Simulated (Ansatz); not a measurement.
Cell and atoms of amorphous Hf18O35H:

```xyz
54
Lattice="8.6763 -0.2144 -0.0323 -0.2144 8.9064 -0.0793 -0.0323 -0.0793 8.9461" Properties=species:S:1:pos:R:3 pbc="T T T"
Hf     5.2185     1.4137     2.6310
Hf     6.3385     2.7389     6.7568
Hf     0.1884     2.3740     4.2407
Hf     1.1073     6.1215     3.5598
Hf     7.0332     7.7805     1.6577
Hf     2.9021     3.5254     1.8104
Hf     4.3816     0.7689     8.2792
Hf     3.7261     7.1866     1.5642
Hf     8.3283     2.5671     1.0419
Hf     6.6710     4.6729     3.2887
Hf     8.5406     0.3743     7.5056
Hf     2.8442     0.3749     4.7804
Hf     5.6088     4.7648     0.4511
Hf     1.0896     4.1241     7.3053
Hf     3.5913     3.6462     5.2311
Hf     7.2452     5.9563     7.0008
Hf     5.9843     8.5765     5.3003
Hf     2.3730     7.0830     6.9675
O      7.6048     1.3567     5.6169
O      6.7262     6.5234     8.8545
O      8.3146     0.3289     0.6172
O      1.1361     2.6280     2.4261
O      4.1820     2.2850     6.7869
O      1.8218     6.8390     1.9174
O      1.0432     0.5965     4.1073
O      6.2185     0.6245     7.4171
O     -0.1019     4.5010     3.9927
O      2.7283     4.7043     3.6001
O      5.6206     3.7239     4.8845
O      1.6292     2.8777     5.7202
O      3.6398     5.1869     0.7129
O      3.6678     1.7932     0.9878
O      3.5287     2.1272     3.8037
O      3.6975     8.5404     3.1581
O      2.8469     5.0835     6.5865
O      0.6489     6.1729     7.5878
O      5.4762    -0.0634     1.1183
O      7.4696     4.3698     1.3153
O      8.2906     2.3444     7.9042
O      5.6415     4.6611     7.3967
O      5.5183     6.2361     2.1813
O      4.0339     8.3086     6.0816
O      1.7940     0.1892     7.1119
O      7.1811     2.3096     2.8705
O      5.0630     3.5901     2.2128
O      1.8779     7.2487     4.9902
O      6.5919    -0.1091     3.4163
O      3.3760     7.7593     8.6080
O      5.9786     6.3692     5.1859
O      7.9111     6.5328     3.0010
O      7.9338     4.1739     6.4036
O      1.4671     3.7225     0.2647
O      7.6810     7.7764     6.2454
H      5.1077     5.9653     5.3503
```

Method: PBE, scalar-relativistic without spin-orbit coupling (plane waves to 420 eV, PAW; Ansatz, a program for electronic structure). The usual formal charges leave 3 electrons over, so the level spacing at the Fermi energy parts defect or band states and needn't be the band gap. In the spin-polarised cell the level spacing at the Fermi energy can part levels of unlike spin.

It comes from a melt-quench run on a machine-learned potential (CHGNet), relaxed afterwards by DFT. O atoms were pushed apart under 1.9 Å during the dynamics, to hinder bonds among them. The hot cell started wider than the set density and was brought back towards it in steps. It is the lowest in DFT energy of 2 quenches. It is a model cell: composition and starting density were chosen by hand, and all elements were melted together. No dispersion term was used. Its density started from a set value of 9.07 and ended at 9.07 g/cm³. Cooling (nominally 630 K/ps over its main leg) ran many orders faster than in experiment, which tends to leave more defects and strain. One small periodic cell is one sample of the glass; other quenches scatter about these values. The volume was held where the preparation left it and the shape relaxed, at a PBE pressure of 1.7 GPa. Stress components on the final sampling reach 1.8 GPa. On a 2×2×2 Γ-centred mesh force components of up to 0.22 eV/Å stay, since the relaxation ran on the zone centre alone.

Neighbours within Hf-Hf 3.34 Å, Hf-O 2.72 Å, Hf-H 2.27 Å, O-O 1.58 Å, O-H 1.16 Å, H-H 0.90 Å count as bonded. Two cations that share two anions don't count as bonded, nor two that share one unless they lie closer than Hf-Hf 3.25 Å.

Question: Give the coordination numbers, mean bond lengths and angles.

Answer: 
- Mean coordination of Hf by anions: 6.22 (1 with 5, 13 with 6, 3 with 7, 1 with 8)
- Mean coordination of O: 3.23 (2 with 2, 23 with 3, 10 with 4)
- Mean coordination of H: 1.00 (1 with 1)
- Mean Hf-O bond: 2.146 Å (spread 0.124 Å, 112 counted)
- Bond angle at Hf: mean 102.1°, spread 29.0°
- Bond angle at O: mean 112.6°, spread 17.5°

Question: List the pairs of like atoms that count as bonded by the rules above.

Answer: There are none by these rules.

Question: What Bader charges do the atoms carry, from a run on the zone centre alone?

Answer: Means (range): Hf +2.52 e (+2.14 to +2.65), O -1.31 e (-1.37 to -1.22), H +0.53 e (+0.53 to +0.53).
| atom | charge (e) |
|---|---|
| Hf1 | +2.45 |
| Hf2 | +2.14 |
| Hf3 | +2.63 |
| Hf4 | +2.58 |
| Hf5 | +2.65 |
| Hf6 | +2.63 |
| Hf7 | +2.51 |
| Hf8 | +2.60 |
| Hf9 | +2.49 |
| Hf10 | +2.61 |
| Hf11 | +2.59 |
| Hf12 | +2.56 |
| Hf13 | +2.25 |
| Hf14 | +2.58 |
| Hf15 | +2.61 |
| Hf16 | +2.57 |
| Hf17 | +2.32 |
| Hf18 | +2.63 |
| O19 | -1.34 |
| O20 | -1.31 |
| O21 | -1.33 |
| O22 | -1.28 |
| O23 | -1.36 |
| O24 | -1.23 |
| O25 | -1.22 |
| O26 | -1.34 |
| O27 | -1.31 |
| O28 | -1.35 |
| O29 | -1.33 |
| O30 | -1.34 |
| O31 | -1.30 |
| O32 | -1.32 |
| O33 | -1.35 |
| O34 | -1.31 |
| O35 | -1.33 |
| O36 | -1.30 |
| O37 | -1.33 |
| O38 | -1.31 |
| O39 | -1.35 |
| O40 | -1.32 |
| O41 | -1.33 |
| O42 | -1.37 |
| O43 | -1.33 |
| O44 | -1.34 |
| O45 | -1.34 |
| O46 | -1.30 |
| O47 | -1.30 |
| O48 | -1.30 |
| O49 | -1.25 |
| O50 | -1.29 |
| O51 | -1.28 |
| O52 | -1.28 |
| O53 | -1.28 |
| H54 | +0.53 |
